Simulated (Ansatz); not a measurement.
An Ansatz (a program for electronic structure) input (Kohn–Sham DFT with the PBE functional, run in Ansatz with PAW and 420 eV plane waves, without spin-orbit coupling):

Ansatz 0.2 input:
```yaml
crystal:
  lattice:
    - [3.8451059031, 0, 0]
    - [-1.9225529516, 3.3299593923, 0]
    - [0, 0, 6.5074429328]
  atoms:
    - { symbol: Zn, position: [0.6666666667, 0.3333333333, 0.9998542029] }
    - { symbol: Zn, position: [0.3333333333, 0.6666666667, 0.4998542029] }
    - { symbol: S, position: [0.6666666667, 0.3333333333, 0.6253457971] }
    - { symbol: S, position: [0.3333333333, 0.6666666667, 0.1253457971] }
basis: { ecutwfc: 420, ecutrho_ratio: 4, xc_grid: 2, fft_grid_basis: typed }
kpoints: { mp_grid: { grid: [10, 10, 5] } }
hamiltonian:
  xc: pbe
  dispersion: none
  pseudopotentials: { kind: paw }
scf: { occupations: { method: fermi_dirac, width: 0.05 }, convergence: { dr2_threshold: 0.0000000004 } }
relax: { f_tol: 0.005, max_steps: 50 }
output: { forces: true, stress: true }
checkpoint: { write: state.ck, write_every: 1000 }
```

Problem. Which symmetry and how many k-points will the program report, and about how many plane waves at Γ?

Solution. Space group P63mc (ITA 186) with 12 operations, k-points 42 of 500, and 1629 plane waves at Γ.

Problem. And the final pressure?

Solution. -2.06 GPa (compression positive).

The cells carry an imposed strain or load. Whether these cells are dynamically stable was not tested. The cell was made from ZnS in the wurtzite structure (space group P6_3mc, No. 186) by this change: uniaxial strain ε_zz = +3.20 %.
